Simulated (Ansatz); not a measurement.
## TiSi (model structure, started from the CsCl type, Pm-3m, No. 221, 2 atoms in the cell)

All values below come from PBE (Ansatz, a program for electronic structure, plane waves, PAW).

Numerical settings: plane-wave cutoff 520 eV, 18×18×18 k mesh, Fermi–Dirac smearing 0.05 eV, no spin polarisation, scalar-relativistic PAW data made under PBE.

Cell (relaxed at this level):

TiSi has the cubic space group Pm-3m (No. 221), the CsCl type structure, Pearson symbol cP2. Conventional cell: a = 3.114 Å, b = 3.114 Å, c = 3.114 Å, α = 90.00°, β = 90.00°, γ = 90.00°. Ti on 1a is surrounded by 8 Si at 2.697 Å and 6 Ti at 3.114 Å. Si on 1b has 8 Ti at 2.697 Å (cubic). (Neighbours: up to the widest gap in distance over summed covalent radii, below 1.35, at either atom; cation-cation and far metal-metal contacts left out.)

```json
{
 "bulk_modulus": "125 GPa"
}
```

Note: the bulk modulus is −V dP/dV from two relaxed cells at ±2 % in volume; the relaxation could raise the start's symmetry but not lower it, so the cell can be a saddle point.

Computed values are for the static lattice.

A model structure was made by putting elements into a prototype or built by hand; it is no filed structure, need not be a known phase, and can be a saddle point held by its symmetry.
